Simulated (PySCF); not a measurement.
PySCF 2.14.0, BP86/def2-svpd, df: Sr(Cl)(OH)(OH2)2 ([OH][Sr](<-[OH2])(<-[OH2])[Cl]), 10 atoms. The geometry is a generated start, not checked to be a minimum at this level.

```json
{
 "task": "energy",
 "method": "bp86",
 "basis": "def2-svpd",
 "two_electron_scheme": "density fitting",
 "mol.max_memory": "3000 MB",
 "mf.max_cycle": "100",
 "mf.conv_tol": "1e-09 (default)",
 "mf.grids.level": "3 (default)",
 "effective_core_potentials": "those of the basis set, past Kr",
 "basis_functions": "162",
 "grid_points": "132080"
}
```

```xyz
10

Sr     0.5422    -0.0105     0.8569
Cl     0.7479     2.0522    -0.6986
O      1.5775    -1.6398     0.1321
H      2.0487    -2.4526     0.3051
O     -0.5103    -0.9565    -1.1837
H      0.2875    -1.5114    -0.9844
H     -0.1902    -0.3194    -1.8358
O     -1.3092     1.3453     1.3440
H     -2.2375     1.5806     1.4328
H     -0.9565     1.9121     0.6315
```

With the defaults (mf.DIIS = CDIIS, mf.diis = true, mf.level_shift = 0, mf.init_guess = minao, mf.diis_space = 8, mf.damp = 0, mf.diis_start_cycle = 1) it converges in 15 Fock builds. One run each on 2 threads, 1 BLAS thread, with these changes:
- mf.diis = false
- mf.diis_space = 5
- mf.diis_space = 20
- mf.level_shift = 1 Hartree
- mf.damp = 0.3, mf.diis_start_cycle = 4
- mf.DIIS = EDIIS
- mf.init_guess = mod_huckel
- mf.diis_space = 12
- mf.init_guess = 1e

### Question
Name the settings that don't reach the solution of the defaults.

### Answer
No convergence: mf.DIIS = EDIIS; mf.diis = false (the run ends without SCF convergence in 100 cycles). The rest reach the solution of the defaults.

| setting | Fock builds | end |
|---|---|---|
| mf.init_guess = mod_huckel | 14 | same solution |
| the defaults | 15 | same solution |
| mf.diis_space = 20 | 15 | same solution |
| mf.diis_space = 12 | 15 | same solution |
| mf.diis_space = 5 | 18 | same solution |
| mf.init_guess = 1e | 22 | same solution |
| mf.damp = 0.3, mf.diis_start_cycle = 4 | 22 | same solution |
| mf.level_shift = 1 Hartree | 39 | same solution |
| mf.DIIS = EDIIS | 101 | no convergence |
| mf.diis = false | 101 | no convergence |
